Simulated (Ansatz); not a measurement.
The structure below was relaxed with PBEsol (Ansatz, a first-principles code; PAW; 420 eV plane waves; scalar-relativistic without spin-orbit coupling), at pressure −1 GPa.

```xyz
2
Lattice="0.0000 2.9540 2.9540 2.9540 0.0000 2.9540 2.9540 2.9540 0.0000" Properties=species:S:1:pos:R:3 pbc="T T T"
Ca     0.0000     0.0000     0.0000
Se     2.9540     2.9540     2.9540
```

Problem. Find the space group and the Wyckoff positions.

Solution. Space group Fm-3m (No. 225); a = 5.9081 Å, b = 5.9081 Å, c = 5.9081 Å, α = 90.00°, β = 90.00°, γ = 90.00°

```
atom  site  symmetry       x       y       z
----  ----  --------  ------  ------  ------
Ca      4a      m-3m  0.0000  0.0000  0.0000
Se      4b      m-3m  0.5000  0.5000  0.5000
```

Problem. Describe the coordination.

Solution. The crystal has 8 atoms in its conventional cell. Cell: a = b = c = 5.9081 Å, α = β = γ = 90.00°. Ca is surrounded by 6 Se at 2.954 Å (octahedral). Se sees 6 Ca at 2.954 Å (octahedral). (Neighbours: up to the widest gap in distance over summed covalent radii, below 1.35, at either atom; cation-cation and far metal-metal contacts left out.)

Load acts through the strain it causes; cell and atoms are relaxed under it. No phonon test of stability was made. The cell was made from CaSe in the rock salt structure (space group Fm-3m, No. 225) by this change: pressure −1 GPa.
